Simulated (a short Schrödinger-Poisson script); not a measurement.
System: symmetric double-gate stack, Si3N4 on p-type Si(100), at 300 K.

| layer | material | thickness (nm) | Na (cm⁻³) |
|---|---|---|---|
| 1 | Si3N4 | 3.3 | - |
| 2 | Si | 10 | 2e15 |
| 3 | Si3N4 | 3.3 | - |

Constants are typed, rounded textbook-type inputs, not results; the design itself was drawn at random and stands for no fabricated device. Si3N4: permittivity 7.5, conduction-band edge (eV) 1.95, gap (eV) 5.1, electron mass (mₑ) 0.5. Si: permittivity 11.7, conduction-band edge (eV) 0, gap (eV) 1.124, Nv at 300 K (cm⁻³) 3.1e19.

Channel valleys (confinement mass, in-plane density-of-states mass, number): Δ2 0.916, 0.19, 2; Δ4 0.19, 0.417, 4. At the gates, both at one voltage, the conduction-band edge of layer 1 lies 2.15 eV − eVg above the Fermi level of the channel. Gaps are held at their typed values at every temperature. Mesh 0.03 nm at interfaces.

Solved with a short Schrödinger-Poisson script written for these runs: 1D Poisson equation in equilibrium, electrons quantum, Hartree (BenDaniel-Duke, 12 states a valley, the channel's in-plane mass for all, wave functions free to enter the dielectric), parabolic valleys, classical holes, full ionisation, no traps, pinning or gate leakage.

The same stack at other levels of the model or other numerical settings:

| run | sheet density of all electrons at Vg = 0.9 V (cm⁻²) | sheet density of all electrons at Vg = 0.3 V (cm⁻²) | capacitance of both gates at Vg = 0.9 V (μF/cm²) | gate voltage at 1e11 electrons/cm² (V) | rough cost against the base |
|---|---|---|---|---|---|
| base | 1.37e13 | 2.65e12 | 3.21 | 0.07 | about 1 |
| electrons treated as classical, Boltzmann | 1.62e13 | 3.20e12 | 3.72 | 0.06 | 0.02 |
| electrons treated as classical, Fermi-Dirac | 1.57e13 | 3.17e12 | 3.53 | 0.06 | 0.07 |
| mesh six times as coarse | 1.37e13 | 2.65e12 | 3.20 | 0.07 | 0.2 |

The classical rows ignore confinement, and Boltzmann statistics overrate the density once the band edge passes the Fermi level.
